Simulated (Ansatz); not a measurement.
# Os (model structure, started from the diamond type, Fd-3m, No. 227, 2 atoms in the cell)

All values below come from LDA (Ansatz, a quantum-chemistry and plane-wave program, plane waves, PAW).

Settings: plane-wave cutoff 520 eV, 18×18×18 k mesh, Fermi–Dirac smearing 0.05 eV, no spin polarisation, scalar-relativistic PAW data made under PBE.

Cell (relaxed at this level):

```xyz
2
Lattice="0.0000 2.7359 2.7359 2.7359 0.0000 2.7359 2.7359 2.7359 0.0000" Properties=species:S:1:pos:R:3 pbc="T T T"
Os     1.3679     1.3679     1.3679
Os     0.0000     0.0000     0.0000
```

```
Item               Value
---------------  -------
bulk modulus B0  234 GPa
```

Note: the run has no spin polarisation, so it can have missed a magnetic state; the bulk modulus is −V dP/dV from two relaxed cells at ±2 % in volume; the relaxation could raise the start's symmetry but not lower it, so the cell can be a saddle point.

Spin–orbit coupling is not included.

The computed numbers hold no vibrational or temperature effects.

Cost on a shared machine: about 30 core-seconds (a rough figure).

A model structure was made by putting elements into a prototype or built by hand; it is no filed structure, need not be a known phase, and can be a saddle point held by its symmetry.
